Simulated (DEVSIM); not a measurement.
# abrupt GaAs p-n junction

Structure: abrupt GaAs p-n junction, at 300 K.

```tsv
layer (left to right)	material	thickness (μm)	Nd (cm⁻³)	Na (cm⁻³)	τn (s)	τp (s)
1	GaAs	4.10	-	3.3e17	9.2e-9	9.2e-9
2	GaAs	200	1.6e15	-	9.2e-9	9.2e-9
```

Left contact: ohmic. Right contact: ohmic. Voltage is applied to the left contact. Recombination: SRH at mid-gap, radiative. Mobility is μmin + (μ − μmin)/(1 + (N/Nref)^α).

This is a model device: material constants are rounded textbook-type values typed into the input, and sizes, dopings and lifetimes were drawn at random. Values at 300 K.

```
parameter        GaAs
-------------  ------
gap (eV)        1.424
affinity (eV)    4.07
permittivity     12.9
Nc (cm⁻³)      4.7e17
Nv (cm⁻³)        9e18
μn (cm²/Vs)      8500
μp (cm²/Vs)       400
μn,min            500
μp,min             20
Nref,n           6e16
Nref,p         1.5e17
αn               0.39
αp               0.38
B (cm³/s)       2e-10
```

Simulated with DEVSIM: 1D drift-diffusion, Boltzmann statistics, complete ionisation; no tunnelling, impact ionisation, image-force lowering or self-heating.

```yaml
potential_step_across_the_device_at_zero_bias: 1.192 V
largest_field_in_the_device_at_zero_bias: 35000 V/cm
Dark forward voltage at 1 A/cm²: 1.012 V
```

Dark reverse current:

```tsv
V (V)	J (A/cm²)
-0.20	-2.8e-10
-0.50	-5.8e-10
-1.00	-9.9e-10
-1.50	-1.3e-9
-2.00	-1.7e-9
-3.00	-2.2e-9
-4.00	-2.6e-9
-5.00	-3.1e-9
-6.50	-3.6e-9
-8.00	-4.1e-9
-10.00	-4.7e-9
```

Small-signal capacitance in reverse bias (quasi-static):

```
V (V)  C (nF/cm²)
-----  ----------
-0.2         10.6
-0.5         9.51
-1           8.29
-1.5         7.46
-2           6.83
-3           5.94
-4           5.33
-5           4.87
-6.5         4.37
-8           3.99
-10          3.62
```
